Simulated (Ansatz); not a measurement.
# CdS under a change: biaxial strain −0.91 %, plane normal [001], relaxed out of plane

Start from CdS in the zinc blende structure (space group F-43m, No. 216; a = 5.8248 Å). Axes: x, y, z lie along the cube axes.

One thing is altered: biaxial strain −0.91 %, plane normal [001], relaxed out of plane (Cartesian); in-plane vectors clamped, the third vector and the atoms free.

Calculations: plane-wave PAW DFT at the PBEsol level (Ansatz, a first-principles code, 420 eV), no spin-orbit coupling, earlier PAW set. Γ-centred 10×10×10 mesh, Fermi–Dirac width 0.05 eV.

The volume per atom decreases by 0.126 Å³ to 24.58 Å³ and the space group changes from F-43m (No. 216) to I-4m2 (No. 119). The energy grows by 0.6 meV/atom and the pressure (mean of the normal stresses, compression positive) goes from zero to 0.30 GPa. The band gap drops by 0.01 eV to 1.00 eV and the gap character is still direct at Γ. The electron mass remains 0.11 mₑ (at Γ) and the valence-band top at Γ (three highest levels, from the VBM) changes from 0.00, 0.00, 0.00 eV to 0.00, 0.00, -0.07 eV. The out-of-plane strain comes out as +1.33 % and the ratio −ε⊥/ε∥ is 1.46.

Cost of the whole job for the changed cell (relaxation, final SCF and bands): about 40 core-seconds (a rough figure).

Masses are band curvatures over ±0.01 Å⁻¹ around the edge. Stability against distortions was not tested. k-point labels follow each cell's own Brillouin zone.
